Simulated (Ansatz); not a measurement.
The parent structure is BP in the zinc blende structure (space group F-43m, No. 216).

```cif
data_BP
_chemical_formula_sum 'B1 P1'
_space_group_name_H-M_alt 'P 1'
_space_group_IT_number 1
_cell_length_a 3.19626
_cell_length_b 3.19626
_cell_length_c 3.19626
_cell_angle_alpha 60.000
_cell_angle_beta 60.000
_cell_angle_gamma 60.000
loop_
_space_group_symop_operation_xyz
  'x, y, z'
loop_
_atom_site_label
_atom_site_type_symbol
_atom_site_fract_x
_atom_site_fract_y
_atom_site_fract_z
_atom_site_occupancy
B1 B 0.00000 0.00000 0.00000 1
P1 P 0.25000 0.25000 0.25000 1
```

Method: PBEsol (Ansatz, a first-principles code), no spin-orbit coupling.

Base values:

The smallest direct gap comes out as 3.38 eV and the hole mass is 0.25, 0.25, 0.34 mₑ (at Γ). The band gap is 1.11 eV.

Now apply this change: the cell is scaled by 0.9900 in all directions, atoms relaxed at fixed cell.

### Question
How does this affect the energy relative to the base?

### Answer
The energy goes up by 5.6 meV/atom.

### Question
What happens to the smallest direct gap?

### Answer
The smallest direct gap grows by 0.05 eV, from 3.38 eV to 3.43 eV.

### Question
How does this affect the hole mass?

### Answer
The hole mass (degenerate bands, along [100]) becomes 0.23, 0.23, 0.30 mₑ (at Γ) (base: 0.25, 0.25, 0.34 mₑ (at Γ)).

### Question
What happens to the band gap?

### Answer
The band gap shrinks by 0.04 eV, from 1.11 eV to 1.07 eV.

The cells carry an imposed strain or load. Masses are band curvatures over ±0.01 Å⁻¹ around the edge. Whether these cells are dynamically stable was not tested.
